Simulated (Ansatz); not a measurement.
A computed series for Cu: response to strain

Consider Cu in the fcc (Cu type) structure (space group Fm-3m, No. 225; relaxed with 0.1 eV smearing).

```
CELL_PARAMETERS angstrom
      0.00000     1.78189     1.78189
      1.78189     0.00000     1.78189
      1.78189     1.78189     0.00000
ATOMIC_POSITIONS crystal
  Cu 0.00000 0.00000 0.00000
```

Cartesian axes are those of the cell as printed.

Strains are applied to the cell and any free atomic positions relax.

The values are results of Kohn–Sham DFT with the PBEsol functional, run in Ansatz (a program for electronic structure) with PAW and 420 eV plane waves, no SOC, not measurements.

Notes on the quantities. energy relative to the base: free energy F.

| uniaxial strain ε_zz (%) | energy relative to the base (meV/atom) |
|---|---|
| 0 | 0.0 |
| 0.5 | 0.2 |
| 1 | 0.7 |
| 1.5 | 1.6 |
| 2 | ? |
| 2.5 | 4.5 |
| 3 | 6.4 |

Task: Fit ΔE = Aε² + Bε³ (ε in %) to the rows shown and predict the withheld row.

Result: Least squares on the printed values gives A = 0.727 and B = -0.0046 meV/atom (largest residual 0.0 meV/atom); this predicts 2.9 meV/atom, and the run gives 2.9 meV/atom, in agreement.

No phonon test of stability was made. The final runs are not spin-polarised.
